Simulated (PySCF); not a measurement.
PySCF 2.14.0, BP86/def2-svp, df: Y(NH2)2(Me) ([CH3][Y]([NH2])[NH2]), 11 atoms. The geometry is a generated start, not checked to be a minimum at this level.

| Quantity | Result |
|---|---|
| task | energy |
| method | bp86 |
| basis | def2-svp |
| two-electron scheme | density fitting |
| mol.max_memory | 3000 MB |
| mf.max_cycle | 100 |
| mf.init_guess | minao (default) |
| mf.DIIS | CDIIS (default) |
| mf.conv_tol | 1e-09 (default) |
| mf.grids.level | 3 (default) |
| effective core potentials | those of the basis set, past Kr |
| basis functions | 108 |
| grid points | 132456 |

```xyz
11

Y      0.2689     0.0359     0.3309
N      2.0543    -0.5768    -0.6811
H      2.8025    -1.1041    -0.2325
H      2.5108    -0.0366    -1.4145
N     -0.5363    -1.2427     1.8264
H     -0.1675    -2.1694     2.0495
H     -1.2144    -1.0336     2.5545
C     -1.2305     1.3763    -0.9312
H     -2.1806     1.5489    -0.4197
H     -1.4636     0.8454    -1.8625
H     -0.8436     2.3566    -1.2197
```

Charge 0 and multiplicity 1 are set for this test and not shown to be the ground state.

One run each on 2 threads, 1 BLAS thread. Values of diis_space tried: 3, 5, 8 (default), 12, 20.

How does the count of Fock builds change with diis_space, and where is it least?

Fewest Fock builds, within one of each other: 5 with 16, 8 (default) with 15, 12 with 15, 20 with 15. The count rises to 31 at 3. All converge to one solution.

```json
[
 {"diis_space": "3", "Fock builds": "31", "end": "same solution"},
 {"diis_space": "5", "Fock builds": "16", "end": "same solution"},
 {"diis_space": "8 (default)", "Fock builds": "15", "end": "same solution"},
 {"diis_space": "12", "Fock builds": "15", "end": "same solution"},
 {"diis_space": "20", "Fock builds": "15", "end": "same solution"}
]
```
